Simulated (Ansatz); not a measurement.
The reference is Ti in the hcp (Mg type) structure (space group P6_3/mmc, No. 194; a = 2.901 Å, c = 4.591 Å).

Structures relaxed with Ansatz (a quantum-chemistry and plane-wave program) PBEsol, without spin-orbit coupling.

Base:

Simulated powder pattern, Cu Kα1, λ = 1.54056 Å (kinematic, ideal powder, no thermal factors, no anomalous dispersion; the 10 strongest lines at most, above 2 %, up to 2θ = 90°):

| 2θ (°) | I/Imax (%) | hkl |
|---|---|---|
| 35.71 | 25 | (100) |
| 39.22 | 25 | (002) |
| 40.92 | 100 | (101) |
| 54.07 | 14 | (102) |
| 64.16 | 15 | (110) |
| 72.23 | 15 | (103) |
| 75.65 | 2.2 | (200) |
| 77.84 | 16 | (112) |
| 78.95 | 12 | (201) |
| 88.70 | 2.9 | (202) |

The change: a hydrostatic pressure of 4.5 GPa.

After the change:

Simulated powder pattern, Cu Kα1, λ = 1.54056 Å (kinematic, ideal powder, no thermal factors, no anomalous dispersion; the 10 strongest lines at most, above 2 %, up to 2θ = 90°):

| 2θ (°) | d (Å) | I/Imax (%) | hkl |
|---|---|---|---|
| 36.16 | 2.482 | 25 | (100) |
| 39.67 | 2.270 | 25 | (002) |
| 41.43 | 2.178 | 100 | (101) |
| 54.75 | 1.675 | 14 | (102) |
| 65.04 | 1.433 | 15 | (110) |
| 73.18 | 1.292 | 15 | (103) |
| 76.74 | 1.241 | 2.2 | (200) |
| 78.95 | 1.212 | 16 | (112) |
| 80.11 | 1.197 | 12 | (201) |
| 85.46 | 1.135 | 2.2 | (004) |

The indices refer to the base's conventional cell; one index is shown for lines that coincide.

Load acts through the strain it causes; cell and atoms are relaxed under it. Stability against distortions was not tested. The final runs are not spin-polarised.
